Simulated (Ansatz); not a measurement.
# Corundum Ga₂O₃ (metastable phase)

Calculation: HSE06 (Ansatz, an electronic-structure program, PAW).

Numerical settings: plane-wave cutoff 500 eV, 6×6×6 k mesh, gaussian smearing 0.02 eV, scalar-relativistic PAW data made under PBE.

Cell (relaxed with r²SCAN):

```xyz
10
Lattice="2.4923 1.4389 4.4806 -2.4923 1.4389 4.4806 0.0000 -2.8778 4.4806" Properties=species:S:1:pos:R:3 pbc="T T T"
Ga     0.0000     0.0000    11.4980
Ga     0.0000     0.0000     1.9438
Ga     0.0000     0.0000     8.6646
Ga     0.0000     0.0000     4.7771
O      0.7567     1.5672     5.6007
O     -0.7567    -1.5672     7.8410
O     -1.7356    -0.1283     5.6007
O      1.7356     0.1283     7.8410
O      0.9789    -1.4389     5.6007
O     -0.9789     1.4389     7.8410
```

- band gap: 4.62 eV (on the SCF k mesh)

Note: cell and atoms aren't relaxed at this level (pressure -0.3 GPa).

Spin–orbit coupling is not included.

Computing time: about 2.9 core-minutes (a rough figure).
